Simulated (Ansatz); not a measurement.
**Convergence study of the k-point mesh at a smearing width of 0.02 eV for MgAl2Ge2 (P3m1, 5 atoms in the cell)**

```
CELL_PARAMETERS angstrom
      4.10584     0.00000     0.00000
     -2.05292     3.55576     0.00000
      0.00000     0.00000     6.77438
ATOMIC_POSITIONS crystal
  Mg 0.00000 0.00000 0.00738
  Al 0.66667 0.33333 0.36759
  Al 0.33333 0.66667 0.63241
  Ge 0.66667 0.33333 0.75695
  Ge 0.33333 0.66667 0.24305
```

Level of theory: PBEsol, default PAW files made with PBE (plane waves; Ansatz, a program for electronic structure).

Base settings: basis.ecutwfc = 30.9 Ry; kpoints.mp_grid.grid = 9 9 5; hamiltonian.xc = pbesol; hamiltonian.pseudopotentials = {kind: paw} (the program's default PAW files); scf.occupations.method = fermi_dirac; scf.occupations.width = 0.0073 Ry.

In this ladder: scf.occupations.width = 0.0015 Ry.

Only quantities that move along the ladder and can be compared are tabulated.

The count of work is k-points × plane waves × bands × iterations; it is no time. 

The starting cell comes from a database of computed structures (which also holds hypothetical and non-ambient phases and stackings), without a prior relaxation at this level. Its lattice was rescaled by up to half a per cent. One atom was moved a little off its site on purpose. Ansatz's pressure includes its estimate of the finite-basis (Pulay) stress.

Steps (kpoints.mp_grid.grid): 3 3 2; 4 4 2; 5 5 3; 6 6 3; 7 7 4; 8 8 5; 10 10 6; 12 12 7; 18 18 10; 22 22 12.

Question: What is the coarsest kpoints.mp_grid.grid that holds the free energy within 1 meV/atom of the last step, with all finer ones?

Answer: 12 12 7, at 0.20 of the last step's count of work; the step before is off by 1.2 meV/atom.

Question: What is the coarsest kpoints.mp_grid.grid that holds the pressure within 0.1 GPa of the last step, with all finer ones?

Answer: 8 8 5, at 0.055 of the last step's count of work; the step before is off by 0.13 GPa.

Question: What is the coarsest kpoints.mp_grid.grid that holds the forces within 0.02 eV/Å of the last step, with all finer ones?

Answer: 10 10 6, at 0.13 of the last step's count of work; the step before is off by 0.025 eV/Å.

| kpoints.mp_grid.grid | free energy less the last step's (meV/atom) | pressure (GPa) | largest difference of a force vector from the last step's (eV/Å) | count of work / last |
|---|---|---|---|---|
| 3 3 2 | 137.97 | -0.63 | 0.243 | 0.0083 |
| 4 4 2 | 44.94 | -0.63 | 0.102 | 0.011 |
| 5 5 3 | 23.45 | -0.08 | 0.045 | 0.017 |
| 6 6 3 | 8.42 | -0.22 | 0.066 | 0.023 |
| 7 7 4 | 1.36 | -0.57 | 0.010 | 0.050 |
| 8 8 5 | -0.25 | -0.40 | 0.025 | 0.055 |
| 10 10 6 | -1.18 | -0.43 | 0.014 | 0.13 |
| 12 12 7 | -0.73 | -0.45 | 0.008 | 0.20 |
| 18 18 10 | -0.11 | -0.45 | 0.009 | 0.59 |
| 22 22 12 | 0.00 | -0.44 | 0.000 | 1.0 |

Keys are those of Ansatz 0.2.
